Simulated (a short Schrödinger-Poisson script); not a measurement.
Structure: MOS inversion layer, HfO2 on p-type Si(111), at 300 K.

| layer | material | thickness (nm) | Na (cm⁻³) |
|---|---|---|---|
| 1 | HfO2 | 7.1 | - |
| 2 | Si | 1900 | 5.2e16 |

The device is made up for the run: typed textbook-type constants, with dimensions and the other settings drawn at random. HfO2: permittivity 22, conduction-band edge (eV) 1.55, gap (eV) 5.7, electron mass (mₑ) 0.2. Si: permittivity 11.7, conduction-band edge (eV) 0, gap (eV) 1.124, Nv at 300 K (cm⁻³) 3.1e19.

Channel valleys (confinement mass, in-plane density-of-states mass, number): Δ6 0.258, 0.358, 6. At the gate the conduction-band edge of layer 1 lies 2.08 eV − eVg above the Fermi level of the channel; the field vanishes at the back. Gaps are held at their typed values at every temperature. Mesh 0.03 nm at interfaces.

From a short Schrödinger-Poisson script (our own, NumPy): 1D Poisson equation in equilibrium, electrons classical, Boltzmann, parabolic valleys, classical holes, full ionisation, no traps, pinning or gate leakage.

The same stack at other levels of the model or other numerical settings:

```
run                                          sheet density of all electrons at Vg = 1.3 V (cm⁻²)  sheet density of all electrons at Vg = 0.7 V (cm⁻²)  capacitance at Vg = 1.3 V (μF/cm²)  centroid of the channel electrons at Vg = 1.3 V (nm)  rough cost against the base
-------------------------------------------  ---------------------------------------------------  ---------------------------------------------------  ----------------------------------  ----------------------------------------------------  ---------------------------
base                                                                                     1.11e13                                              2.18e12                                2.54                                                  0.65                      about 1
electrons treated as classical, Fermi-Dirac                                              1.05e13                                              2.14e12                                2.35                                                     …                            6
electrons treated as quantum, Hartree                                                    7.99e12                                              1.42e12                                1.92                                                     …                           30
mesh six times as coarse                                                                       …                                              2.14e12                                2.48                                                  0.75                          0.5
```

Question: What belongs in the gaps?

Answer: 
- electrons treated as classical, Fermi-Dirac, centroid of the channel electrons at Vg = 1.3 V (nm): 0.87
- electrons treated as quantum, Hartree, centroid of the channel electrons at Vg = 1.3 V (nm): 2.30
- mesh six times as coarse, sheet density of all electrons at Vg = 1.3 V (cm⁻²): 1.09e13

The classical rows ignore confinement, and Boltzmann statistics overrate the density once the band edge passes the Fermi level.
